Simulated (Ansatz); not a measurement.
Reference: CdTe (F-43m), PBEsol, rigid bands (plane waves, PAW, scalar-relativistic; Ansatz, a program for electronic structure); axes and stresses refer to this cell.

```
CdTe
1.0
    0.00000     3.24462     3.24462
    3.24462     0.00000     3.24462
    3.24462     3.24462     0.00000
Cd Te
1 1
Direct
  0.00000   0.00000   0.00000
  0.25000   0.25000   0.25000
```

The Seebeck coefficient, p-type 1e19 cm⁻³ is 358 μV/K, the hole conductivity mass is 0.57 mₑ and the band gap is 0.65 eV.

Change: hydrostatic pressure -2 GPa with spin-orbit coupling. What happens to Seebeck coefficient, p-type 1e19 cm⁻³, hole conductivity mass, band gap?

Seebeck coefficient, p-type 1e19 cm⁻³ drops to 275 μV/K; hole conductivity mass grows to 0.61 mₑ; band gap shrinks to 0.22 eV.

Masses are for dilute carriers at 300 K, harmonic means over directions unless an axis is named. Seebeck coefficients are for the stated density at 300 K, with one relaxation time for all states and whether or not that doping can be reached. Spin-orbit coupling is left out unless a row names it; without it the gap and masses of crystals with these elements can be far off. Stresses and pressures are the targets of the relaxation.  The structure type is held under load, also where the real crystal would transform.
